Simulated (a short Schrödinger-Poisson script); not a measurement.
Structure: gated Al0.25Ga0.75As/GaAs δ-doped gas, at 20 K.

```
layer        material  thickness (nm)  Na (cm⁻³)
-----  --------------  --------------  ---------
1      Al0.25Ga0.75As              10          -
2      Al0.25Ga0.75As               5          -
3                GaAs            6000       3e14
```

Constants are typed, rounded textbook-type inputs, not results; the design itself was drawn at random and stands for no fabricated device. Al0.25Ga0.75As: permittivity 12.19, conduction-band edge (eV) 0.198, gap (eV) 1.736, electron mass (mₑ) 0.0878, Nv at 300 K (cm⁻³) 9e18. GaAs: permittivity 12.9, conduction-band edge (eV) 0, gap (eV) 1.424, Nv at 300 K (cm⁻³) 9e18.

Channel valleys (confinement mass, in-plane density-of-states mass, number): Γ 0.067, 0.067, 1. At the gate the conduction-band edge of layer 1 lies 0.95 eV − eVg above the Fermi level of the channel; the field vanishes at the back. Sheet of ionised δ-doping: +1.9e12 e/cm² at 10 nm from the gate. The barrier under the gate holds no holes. Gaps are held at their typed values at every temperature. Mesh 0.08 nm at interfaces.

Solved with a short Schrödinger-Poisson script written for these runs: 1D Poisson equation in equilibrium, electrons quantum, Hartree (BenDaniel-Duke, 40 states a valley, the channel's in-plane mass for all, wave functions free to enter the barrier), parabolic valleys, classical holes, full ionisation, no traps, pinning or gate leakage.

The same stack at other levels of the model or other numerical settings:

```json
[
 {"run": "base", "sheet density of all electrons at Vg = 0.5 V (cm⁻²)": "1.32e9", "rough cost against the base": "about 1"},
 {"run": "electrons treated as classical, Boltzmann", "sheet density of all electrons at Vg = 0.5 V (cm⁻²)": "?", "rough cost against the base": "0.04"},
 {"run": "electrons treated as classical, Fermi-Dirac", "sheet density of all electrons at Vg = 0.5 V (cm⁻²)": "?", "rough cost against the base": "0.2"},
 {"run": "electrons treated as quantum, Hartree plus LDA exchange-correlation", "sheet density of all electrons at Vg = 0.5 V (cm⁻²)": "?", "rough cost against the base": "about 1"},
 {"run": "mesh six times as coarse", "sheet density of all electrons at Vg = 0.5 V (cm⁻²)": "1.32e9", "rough cost against the base": "0.3"},
 {"run": "one subband a valley", "sheet density of all electrons at Vg = 0.5 V (cm⁻²)": "1.32e9", "rough cost against the base": "0.3"}
]
```

Problem. What belongs in the gaps?

Solution. 
- electrons treated as quantum, Hartree plus LDA exchange-correlation, sheet density of all electrons at Vg = 0.5 V (cm⁻²): 2.56e9
- electrons treated as classical, Fermi-Dirac, sheet density of all electrons at Vg = 0.5 V (cm⁻²): 1.98e10
- electrons treated as classical, Boltzmann, sheet density of all electrons at Vg = 0.5 V (cm⁻²): 3.03e10

The classical rows ignore confinement, and Boltzmann statistics overrate the density once the band edge passes the Fermi level.
